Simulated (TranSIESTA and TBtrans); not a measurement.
## Ag chain with one C atom inserted

System: Ag chain with one C atom inserted. Leads: straight Ag chain, spacing 2.809 Å. Geometry: 3 atoms about the centre moved by SIESTA (PBE, DZP) to a largest force of 0.02 eV/Å, all others as built, motion along the axis alone.

Computed with TranSIESTA and TBtrans, PBE, SZP numerical orbitals (energy shift 0.15 eV), PseudoDojo norm-conserving scalar-relativistic potentials, mesh cutoff 200 Ry, 300 K, no spin polarisation, no spin-orbit coupling; self-consistent non-equilibrium Green functions.

```
Property                           Value
---------------------------------  -----
Conductance at 300 K (G0 = 2e²/h)   0.75
Thermopower (μV/K)                   4.7
Mean T from −0.5 to 0.5 eV          0.71
```

Energies count from the leads' Fermi level. Transmissions are for one spin of a degenerate pair. The energy step is 0.01 eV; narrower resonances are cut or missed.

```
E (eV)        T  lead channels
------  -------  -------------
-2.00     0.051              3
-1.80     0.097              3
-1.60     0.051      band edge
-1.40    0.0089              3
-1.20   0.00042              1
-1.00         0              0
-0.80      0.59              1
-0.60      0.64              1
-0.40      0.79              1
-0.20      0.82              1
0.00       0.75              1
0.20       0.64              1
0.40       0.54              1
0.60       0.46              1
0.80       0.40              1
1.00       0.35              1
1.20       0.31              1
1.40       0.28              1
1.60       0.26              1
1.80       0.23              1
2.00       0.21              1
```

The straight chain is held at its spacing; free chains may zigzag or dimerise. No spin-polarised start was tried, so a magnetic state, if there is one, is missed.
